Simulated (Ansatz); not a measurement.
Sr2RuO4 (I4/mmm): band-structure transport figures

```
RuSr2O4
1.0
   -1.91465     1.91465     6.34483
    1.91465    -1.91465     6.34483
    1.91465     1.91465    -6.34483
Sr Ru O
2 1 4
Direct
  0.35251   0.35251   0.00000
  0.64749   0.64749   0.00000
  0.00000   0.00000   0.00000
  0.83724   0.83724   0.00000
  0.16276   0.16276   0.00000
  0.50000   0.00000   0.50000
  0.00000   0.50000   0.50000
```

Computed with PBEsol, rigid bands (plane waves, PAW, scalar-relativistic; Ansatz, a first-principles code). How the cell was made: cell and atoms relaxed with PBEsol.

density of states at the Fermi level: 3.36 states/(eV·cell), both spins
bare Sommerfeld coefficient: 1.13 mJ/(mol of atoms·K²)
Drude plasma energy: 4.5 (x), 4.5 (y), 0.25 (z) eV
root-mean-square Fermi velocity: 3.8e5 m/s
resistivity times τ: 24 (x), 24 (y), 8000 (z) ×10⁻²² Ω·m·s

A metal at this level (no band gap); rigid bands, thermally averaged at 300 K, both spins. Spin-orbit coupling is left out. τ is one relaxation time for all states.

Formula and space group known from diffraction (Crystallography Open Database), not checked to be the room-temperature form: Sr2RuO4 (I4/mmm).
